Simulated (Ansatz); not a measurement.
The parent structure is CuAu (space group P4/mmm, No. 123; a = 2.813 Å, c = 3.593 Å; relaxed with 0.1 eV smearing). Axes: x, y, z lie along a, b, c of the conventional cell.

Method: Ansatz (a program for electronic structure) PBEsol, spin-orbit coupling left out.

Strains are applied to the cell and any free atomic positions relax; under biaxial strain the out-of-plane vector relaxes too.

One change was made to it. Results:

The shortest interatomic distance drops by 0.0066 Å to 2.674 Å; the pressure (mean of the normal stresses, compression positive) goes from zero to -0.4 GPa.

Question: Which of these changes matches the shifts?
A. biaxial strain −1.00 %, plane normal [001], relaxed out of plane
B. biaxial strain +3.00 %, plane normal [001], relaxed out of plane
C. biaxial strain −1.50 %, plane normal [001], relaxed out of plane
D. biaxial strain +1.00 %, plane normal [001], relaxed out of plane
E. biaxial strain +2.50 %, plane normal [001], relaxed out of plane

Answer: D, biaxial strain +1.00 %, plane normal [001], relaxed out of plane. For comparison, the shortest interatomic distance in the other runs: biaxial strain −1.00 %, plane normal [001], relaxed out of plane gives 2.686 Å; biaxial strain +3.00 %, plane normal [001], relaxed out of plane gives 2.660 Å; biaxial strain +2.50 %, plane normal [001], relaxed out of plane gives 2.663 Å; biaxial strain −1.50 %, plane normal [001], relaxed out of plane gives 2.690 Å.

No phonon test of stability was made. All final runs are without spin polarisation.
